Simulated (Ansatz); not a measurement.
**(Zr,Ta)C: TaZrC2**

A 16-atom cell of (Zr,Ta)C started in the rock salt structure, site fractions Zr 0.500, Ta 0.500, short-range order -0.17 in the first shell of the mixed sites (0 is random, a negative value favours unlike neighbours), space group Imma at the end, an ordered arrangement that its symmetry holds.

The mixing enthalpy is taken against the end members in the rock salt type, relaxed in the same cell and mesh.

These are PBE (plane waves to 420 eV, PAW; Ansatz, a quantum-chemistry and plane-wave program) values and carry that method's errors. Spin–orbit coupling is left out; the runs are not spin-polarised. Its k-point mesh 5×5×5, Fermi–Dirac width 0.05 eV.

| Item | Result |
|---|---|
| volume per atom | 12.03 Å³ |
| C–Ta bonds | 2.270 Å on average, from 2.245 to 2.293 (24) |
| C–Zr bonds | 2.313 Å on average, from 2.291 to 2.337 (24) |
| mixing enthalpy per site of the mixed sublattice | -55 meV |
| departure of the mean lattice parameter from Vegard's line | -0.2 % |

```
CELL_PARAMETERS angstrom
      0.00000     4.57709     4.57709
      4.58437    -0.00399     4.58108
      4.58437     4.58108    -0.00399
ATOMIC_POSITIONS crystal
  Ta 0.00000 0.00000 0.00000
  Ta 0.00000 0.00000 0.50000
  Zr 0.00000 0.50000 0.00000
  Zr 0.00000 0.50000 0.50000
  Zr 0.50000 0.00000 0.00000
  Ta 0.50000 0.00000 0.50000
  Zr 0.50000 0.50000 0.00000
  Ta 0.50000 0.50000 0.50000
  C  0.25000 0.23995 0.26005
  C  0.25465 0.24535 0.74535
  C  0.24535 0.75465 0.25465
  C  0.25000 0.75858 0.74142
  C  0.75000 0.24142 0.25858
  C  0.75465 0.24535 0.74535
  C  0.74535 0.75465 0.25465
  C  0.75000 0.76005 0.73995
```
